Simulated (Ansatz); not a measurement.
MgS (F-43m, No. 216; start mp-13032; metastable phase), treated with r²SCAN0 (PAW; Ansatz, a quantum-chemistry and plane-wave program).

The input as run:

Ansatz 0.2 input:
```yaml
crystal:
  lattice:
    - [0.0, 2.8257759258, 2.8257759258]
    - [2.8257759258, 0.0, 2.8257759258]
    - [2.8257759258, 2.8257759258, 0.0]
  atoms:
    - { symbol: Mg, position: [0.0, 0.0, 0.0] }
    - { symbol: S, position: [0.25, 0.25, 0.25] }
basis:
  ecutwfc: 520
  ecutrho_ratio: 4
  xc_grid: 3
kpoints:
  mp_grid: { grid: [8, 8, 8] }
hamiltonian:
  xc: r2scan0
  dispersion: none
  pseudopotentials: { azcp: { folder: ./paw }, kind: paw }
scf:
  occupations: { method: fermi_dirac, width: 0.01 }
  convergence: { dr2_threshold: 0.0000000002 }
output:
  forces: true
  stress: true
  eigenvalues: true
```

Output (set-up and result lines):

```
WARN output.stress: scf.exx.energy_threshold = 1e-6 eV is looser than the 2e-8 eV advised for a stress under a hybrid functional (1e-8 eV for each atom of the …
Crystal: 2 atoms, lattice volume = 45.128 Å³
Basis set: ecut = 520 eV, 1243 PW (Γ), exchange–correlation on 90×90×90 points (27 copies of the dense FFT grid, shifted against one another)
Bands: 12, of which v1, the nominal top of the filled ones, is band 8 counted from 1 (7 counted from 0)
Symmetry: 24 space group operations
Space group: F-43m (ITA 216), of the structure as read, at distance tolerance 3.6e-5 Å
k-points: 29 of 512 (time reversal used)
Initial density: superposition of atomic densities (chi_scale 0.1, normalization cell, long waves kept (reshape's long-wave potential 0.00 eV rms))
Functional: x = r2scan, c = r2scan; τ floored in thin density (d = 2e-4 eV/Å³), warm-up for x = 0.75 r2scan + 0.25 exact, c = r2scan; τ floored in thin density (d = 2e-4 eV/Å³)
SCF iter   1: F=—  HF=-2835.413362 eV  |F-HF|=—  |Δ(HF+E_count)|=         —  Δρ=3.96e-2  dr2=6.27e-1  dr2_τ=1.60e-2
SCF iter   2: F=—  HF=-2835.453036 eV  |F-HF|=—  |Δ(HF+E_count)|=   3.97e-2  Δρ=1.70e-2  dr2=8.90e-2  dr2_τ=3.88e-3
  ...
Crystal: 2 atoms, lattice volume = 45.128 Å³
Initial density: handed on by an earlier stage of this run
Functional: x = 0.75 r2scan + 0.25 exact, c = r2scan; τ floored in thin density (d = 2e-4 eV/Å³)
Crystal: 2 atoms, lattice volume = 45.128 Å³
SCF iter   4: F=—  HF=-2835.151527 eV  |F-HF|=—  |Δ(HF+E_count)|=   7.21e-8  Δρ=2.86e-6  dr2=2.96e-9  dr2_τ=5.08e-11
SCF iter   5: F=-2835.151527 eV  HF=-2835.151527 eV  |F-HF|=3.73e-11  |Δ(HF+E_count)|=   1.94e-9  Δρ=3.45e-7  dr2=7.70e-11  dr2_τ=8.35e-12
SCF 3 converged in 5 iterations: F = -2835.151527 eV  dr2 = 7.70e-11
Free energy (F): -2835.151527 eV
Internal energy: -2835.151527 eV  (E = F + TS)
E sigma→0 (E₀):  -2835.151527 eV
Fermi energy:    4.697216 eV
--- Forces (eV/Å), atoms counted from 1 ---
  atom   1  Mg     0.00000000    -0.00000000     0.00000000
  atom   2  S     -0.00000000     0.00000000     0.00000000
--- Stress (GPa, compression-positive) ---
       -0.158559      -0.000000      -0.000000
        0.000000      -0.158559       0.000000
       -0.000000       0.000000      -0.158559
  P = ⅓ Tr σ = -0.1586 GPa (-1.586 kbar)
Free energy (F): -2835.151527 eV
Internal energy: -2835.151527 eV  (E = F + TS)
E sigma→0 (E₀):  -2835.151527 eV
Fermi energy:    4.697216 eV
--- Forces (eV/Å), atoms counted from 1 ---
  atom   1  Mg     0.00000000    -0.00000000     0.00000000
  atom   2  S     -0.00000000     0.00000000     0.00000000
--- Stress (GPa, compression-positive) ---
       -0.158559      -0.000000      -0.000000
        0.000000      -0.158559       0.000000
       -0.000000       0.000000      -0.158559
  P = ⅓ Tr σ = -0.1586 GPa (-1.586 kbar)
```

The PAW data were made under PBE.

A start named mp-… is a Materials Project structure, which can be a computed phase never made.
